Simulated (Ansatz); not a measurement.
System: CsCl-type RuAl. Method: PBE0-D3(BJ) in Ansatz (PAW).

Numerical settings: plane-wave cutoff 460 eV, 10×10×10 k mesh, Fermi–Dirac smearing 0.05 eV, no spin polarisation, scalar-relativistic PAW data made under PBE.

The volume scan:

```tsv
V (Å³/atom)	E − E_lowest (meV/atom)	P (GPa)
12.065	26.29	14.05
12.383	6.04	6.56
12.629	0.00	1.41
13.018	5.50	-5.74
13.248	16.46	-9.45
```

Problem. What bulk modulus B0 and pressure derivative B′ does a third-order Birch–Murnaghan fit give?

Solution. V0 = 12.700 Å³/atom, B0 = 245 GPa, B′ = 4.3 (fit to the energies at full precision).

Note: the run has no spin polarisation, so it can have missed a magnetic state.

Static lattice: no zero-point or thermal effects.

Ansatz is a first-principles code.
